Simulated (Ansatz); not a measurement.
Base system: YN in the rock salt structure (space group Fm-3m, No. 225; a = 4.8562 Å).

One thing is altered: cell and atoms relaxed at a pressure of 7 GPa.

Levels (all Ansatz, a quantum-chemistry and plane-wave program, PAW): PBEsol (420 eV, no SOC); r2SCAN (500 eV, without spin-orbit coupling).

The geometry is relaxed with PBEsol.

| Property | Value |
|---|---|
| PBEsol band gap | zero |
| PBEsol gap character | absent |
| PBEsol pressure | 7.0 GPa |

### Question
What does r2SCAN give at this geometry for the band gap, gap character, pressure and electron mass?

### Answer
The band gap becomes 0.47 eV (PBEsol: zero); the gap character changes from absent to indirect, Γ → X; the pressure increases by 5.0 GPa to 12.0 GPa; the electron mass amounts to 1.2 mₑ along k, 0.13 mₑ across (at X).

Single points use the geometry relaxed with PBEsol. Their cutoffs differ, which shifts pressures a little. Load acts through the strain it causes; cell and atoms are relaxed under it. Masses are band curvatures over ±0.01 Å⁻¹ around the edge. Along k means along the line from Γ to the band edge. No phonon test of stability was made. Competing high-pressure phases were not computed. The final runs are not spin-polarised. The zero or small gap of YN can change with the level of theory.
